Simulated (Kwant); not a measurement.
Device: Ge/Si0.2Ge0.8 stack with 1 barrier. One parabolic valley. Leads of mass 0.12 mₑ with the band edge at 0; grid 0.1 nm; bias swept from 0.0048 to 0.24 V, dropping linearly over the stack. Emitter Fermi level 0.014 eV, 300 K, equal in the collector.

```json
[
 {"layer": "1", "thickness (nm)": "5", "band offset (eV)": "0.12", "mass (mₑ)": "0.14"}
]
```

The device is made up for the run: typed textbook-type constants, with dimensions and the other settings drawn at random.

Kwant, one-band effective-mass tight-binding model in one dimension, coherent, no space charge, current by the Tsu-Esaki formula.

Sweep values stay those of the base run.

Base results: J (A/cm²) at bias = 0.1183 V 172000; J (A/cm²) at bias = 0.06157 V 79400; J (A/cm²) at bias = 0.2400 V 553000; J (A/cm²) at bias = 0.1751 V 317000.

**Question.** What follows from this one change: height of the first barrier 0.12 → 0.14 eV?

**Answer.** J at bias = 0.1183 V 172000 → 94000 A/cm²; J at bias = 0.06157 V 79400 → 42100 A/cm²; J at bias = 0.2400 V 553000 → 344000 A/cm²; J at bias = 0.1751 V 317000 → 181000 A/cm².

**Question.** What follows from this one change: temperature 300 → 77 K?

**Answer.** J at bias = 0.1183 V 172000 → 8050 A/cm²; J at bias = 0.06157 V 79400 → 3420 A/cm²; J at bias = 0.2400 V 553000 → 42300 A/cm²; J at bias = 0.1751 V 317000 → 17900 A/cm².

**Question.** What follows from this one change: mass in the first barrier 0.14 → 0.18 mₑ?

**Answer.** J at bias = 0.1183 V 172000 → 130000 A/cm²; J at bias = 0.06157 V 79400 → 53800 A/cm²; J at bias = 0.2400 V 553000 → 533000 A/cm²; J at bias = 0.1751 V 317000 → 269000 A/cm².

**Question.** What follows from this one change: Fermi level in the emitter 0.014 → 0.011 eV?

**Answer.** J at bias = 0.1183 V 172000 → 155000 A/cm²; J at bias = 0.06157 V 79400 → 71400 A/cm²; J at bias = 0.2400 V 553000 → 501000 A/cm²; J at bias = 0.1751 V 317000 → 286000 A/cm².
